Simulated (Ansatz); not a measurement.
The starting structures come from a database of crystals and need not be the phases stable at ambient conditions.

 Where the default PAW files enter, the runs use the earlier of Ansatz's two default sets.

Given:

```
CELL_PARAMETERS angstrom
      3.68318     0.00000     0.00000
     -1.84159     3.18973     0.00000
      1.84159     1.06324     3.00730
ATOMIC_POSITIONS crystal
  Mg 0.00000 0.00000 0.00000
  S  0.00000 0.50000 0.50000
```

Space group of this cell: Fm-3m, rock salt. The cell is taken as given.

The numbers are results of r2SCAN (plane waves, PAW; Ansatz, a quantum-chemistry and plane-wave program), not measurements.

The current runs along the normal of the first two printed vectors; no spin-orbit coupling. Scaled by the factor s: all lengths (ions clamped). Meshes 12×12×12 and 12×12 across the current in all rows.

```csv
s,mean pressure (GPa),slowest mid-gap decay constant κ (1/Å)
0.98,5.2,0.252
1.00,-0.2,0.241
1.02,-4.3,?
```

Take the slope of the slowest mid-gap decay constant κ against ln s from the two given rows, extrapolate to s = 1.02, and say what the run there gives.

Slope = (0.252 − 0.241) / ln 0.98 = -0.544 1/Å. The line gives 0.241 + (-0.544) × ln 1.02 = 0.230 1/Å. The run gives 0.230 1/Å, as the line does.
